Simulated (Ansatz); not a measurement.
The reference is GaSb in the zinc blende structure (space group F-43m, No. 216; a = 6.049 Å). Axes: x, y, z lie along the cube axes.

Level of theory: DFT with LDA, PAW potentials and a 420 eV plane-wave cutoff in Ansatz (an electronic-structure program), scalar-relativistic without spin-orbit coupling.

Strains are applied to the cell and any free atomic positions relax; under biaxial strain the out-of-plane vector relaxes too.

One change was made to it. Results:

```json
[
 {"quantity": "energy relative to the base (free energy F)", "base": "0 meV/atom", "after": "+0.4 meV/atom"},
 {"quantity": "volume per atom", "base": "27.66 Å³", "after": "27.51 Å³"}
]
```

Problem. What was done to the base?
(A) biaxial strain −3.00 %, plane normal [001], relaxed out of plane
(B) biaxial strain −2.00 %, plane normal [001], relaxed out of plane
(C) biaxial strain +0.50 %, plane normal [001], relaxed out of plane
(D) biaxial strain −0.50 %, plane normal [001], relaxed out of plane
(E) biaxial strain −1.50 %, plane normal [001], relaxed out of plane

Solution. D, biaxial strain −0.50 %, plane normal [001], relaxed out of plane. For comparison, the volume per atom in the other runs: biaxial strain −1.50 %, plane normal [001], relaxed out of plane gives 27.21 Å³; biaxial strain +0.50 %, plane normal [001], relaxed out of plane gives 27.81 Å³; biaxial strain −3.00 %, plane normal [001], relaxed out of plane gives 26.74 Å³; biaxial strain −2.00 %, plane normal [001], relaxed out of plane gives 27.05 Å³.

Stability against distortions was not tested. All final runs are without spin polarisation.
